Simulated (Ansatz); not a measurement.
We consider CsCl-type AuZn (cubic form, which distorts at low temperature), described by PBEsol in Ansatz (PAW).

Settings: plane-wave cutoff 520 eV, 18×18×18 k mesh, Fermi–Dirac smearing 0.05 eV, scalar-relativistic PAW data made under PBE.

Pressure at four volumes; x = ln(V/15.313 Å³). One pressure is withheld.

```
V (Å³/atom)        x  P (GPa)
-----------  -------  -------
14.395       -0.0618    10.40
15.313        0.0000    -0.03
15.926        0.0393    -5.06
16.232        0.0583        ?
```

Task: Pass a parabola P(x) through the three rows shown, estimate the bulk modulus and its pressure derivative near zero pressure, and predict the withheld pressure.

Result: Slopes between the rows: (-0.03 − (10.40))/(0.0000 − (-0.0618)) = -168.77 and (-5.06 − (-0.03))/(0.0393 − (0.0000)) = -127.99 GPa. Their difference over the span 0.1011 is c = 40.78/0.1011 = 403.4 GPa, so P(x) = 10.40 + (-168.77)(x − (-0.0618)) + 403.4 (x − (-0.0618))(x − (0.0000)). At the middle row B = −dP/dx = −[-168.77 + 403.4 × 0.0618] = 143.8 GPa, and B′ = dB/dP = 2c/B = 5.6. At x = 0.0583 the parabola gives -7.04 GPa; the run gives -7.13 GPa. The Birch–Murnaghan fit to the energies at all volumes has B0 = 143 GPa and B′ = 5.4.

Measured, for comparison: bulk modulus 131 GPa (temperature not stated, not corrected to a static lattice; as tabulated in Nepal et al. (2020), arXiv:2007.11150). Computed less measured: bulk modulus +9 %.

Note: symmetry holds this phase in the static calculation, where it need not be a minimum.

Spin–orbit coupling is not included; it can shift volumes and moduli of such heavy elements.

Ansatz is a program for electronic structure.
